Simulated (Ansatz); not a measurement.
## Hypothetical Fm-3m BeBr2 under a change: pressure 18 GPa

Consider BeBr2 (space group Fm-3m, No. 225; a = 6.393 Å; a hypothetical phase, not in the database extracts checked).

It is then changed as follows: cell and atoms relaxed at a pressure of 18 GPa.

Method: Ansatz (a first-principles code) PBEsol, without spin-orbit coupling. Settings: 9×9×9 k-points, 0.05 eV Fermi–Dirac smearing.

```
quantity                             base     changed        shift
-----------------------------  ----------  ----------  -----------
volume per atom                  21.77 Å³    17.60 Å³     -4.17 Å³
density                        4.29 g/cm³  5.31 g/cm³  +1.02 g/cm³
lattice parameter a               6.393 Å     5.955 Å     -0.438 Å
shortest interatomic distance     2.768 Å     2.579 Å    -0.1896 Å
band gap                          0.30 eV        zero            –
```

Final structure:

```
CELL_PARAMETERS angstrom
      0.00000     2.97752     2.97752
      2.97752     0.00000     2.97752
      2.97752     2.97752     0.00000
ATOMIC_POSITIONS crystal
  Be 0.00000 0.00000 0.00000
  Br 0.25000 0.25000 0.25000
  Br 0.75000 0.75000 0.75000
```

A case with no gap was solved on a k-mesh chosen for an insulator, which is coarse for it. Load acts through the strain it causes; cell and atoms are relaxed under it. Stability against distortions was not tested. No other phases were tried under pressure. The final runs are not spin-polarised. The zero or small gap of BeBr2 can change with the level of theory.
